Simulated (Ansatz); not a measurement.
Defect: O vacancy in monoclinic HfO2 strained by -1.5 % along x and y, z held, neutral cell. Method: PBE, PAW (plane waves to 420 eV; Ansatz, a quantum-chemistry and plane-wave program).

96-site cell at the strained lattice (strain from the relaxed PBE one, atoms relaxed), the Γ point alone, smearing 0.01 eV, spin-restricted, no finite-size correction. No zero-point or tunnelling terms. Spin-orbit coupling is left out. The charge state is imposed; whether it is stable for some Fermi level was not computed. Forms of the defect that were not tried may lie lower.

Barriers: single points on a 2×2×2 k-point mesh shifted by half a step at the bands' geometries (they differ from the bands' own by up to 0.14 eV, and are uncertain by about as much).

The step: a nearby O atom hops onto the vacant site. Atoms about the jump, Cartesian Å from the middle of the jump, before and after:

```
atom     x0     y0     z0     x1     y1     z1
----  -----  -----  -----  -----  -----  -----
O1     0.23  -1.19   0.11  -0.23   1.19  -0.11
Hf2   -0.86  -0.21  -1.53  -0.88  -0.22  -1.53
Hf3    0.88   0.22   1.53   0.86   0.21   1.53
O4    -2.06  -1.69  -0.80  -2.03  -1.70  -0.80
O5     2.03   1.70   0.80   2.06   1.69   0.80
Hf6   -1.33  -2.35   1.10  -1.30  -2.33   1.10
Hf7    1.30   2.33  -1.10   1.33   2.35  -1.10
O8    -0.70   1.31   2.48  -0.71   1.32   2.52
O9     0.71  -1.32  -2.52   0.70  -1.31  -2.48
O10   -0.18  -1.33   2.75  -0.18  -1.33   2.73
O11    0.18   1.33  -2.73   0.18   1.33  -2.75
```

**Question.** Give the saddle-point geometry and the barrier.

**Answer.** 
| atom | x | y | z |
|---|---|---|---|
| O1 | -0.02 | -0.01 | 0.00 |
| Hf2 | -0.98 | -0.20 | -1.71 |
| Hf3 | 0.97 | 0.19 | 1.70 |
| O4 | -2.03 | -1.70 | -0.82 |
| O5 | 2.02 | 1.69 | 0.80 |
| Hf6 | -1.32 | -2.33 | 1.08 |
| Hf7 | 1.31 | 2.32 | -1.10 |
| O8 | -0.69 | 1.32 | 2.52 |
| O9 | 0.68 | -1.33 | -2.54 |
| O10 | -0.18 | -1.34 | 2.72 |
| O11 | 0.17 | 1.33 | -2.73 |
It lies 2.54 eV above the start and 2.54 eV above the end. The saddle point's order was not checked, and it lies on a symmetry element of the cell, where a band can be held.
